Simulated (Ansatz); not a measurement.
What pressure 15 GPa does to Hf

Consider Hf in the hcp (Mg type) structure (space group P6_3/mmc, No. 194; a = 3.2042 Å, c = 5.0691 Å).

It is then changed as follows: cell and atoms relaxed at a pressure of 15 GPa.

The values are results of Ansatz (an electronic-structure program) PBE, no spin-orbit coupling, not measurements. Settings: 17×17×9 k-points, 0.05 eV Fermi–Dirac smearing.

```json
[
 {"quantity": "volume per atom", "base": "22.54 Å³", "changed": "20.08 Å³", "shift": "-2.455 Å³"},
 {"quantity": "density", "base": "13.15 g/cm³", "changed": "14.76 g/cm³", "shift": "+1.61 g/cm³"},
 {"quantity": "lattice parameter a", "base": "3.204 Å", "changed": "3.079 Å", "shift": "-0.125 Å"},
 {"quantity": "c/a ratio", "base": "1.582", "changed": "1.589", "shift": "+0.007"},
 {"quantity": "shortest interatomic distance", "base": "3.138 Å", "changed": "3.024 Å", "shift": "-0.114 Å"},
 {"quantity": "enthalpy H = E + PV relative to the base's energy", "base": "–", "changed": "+1.99 eV/atom", "shift": "–"},
 {"quantity": "band gap", "base": "zero", "changed": "zero", "shift": "–"}
]
```

Load acts through the strain it causes; cell and atoms are relaxed under it. No phonon test of stability was made. Competing high-pressure phases were not computed. All final runs are without spin polarisation.
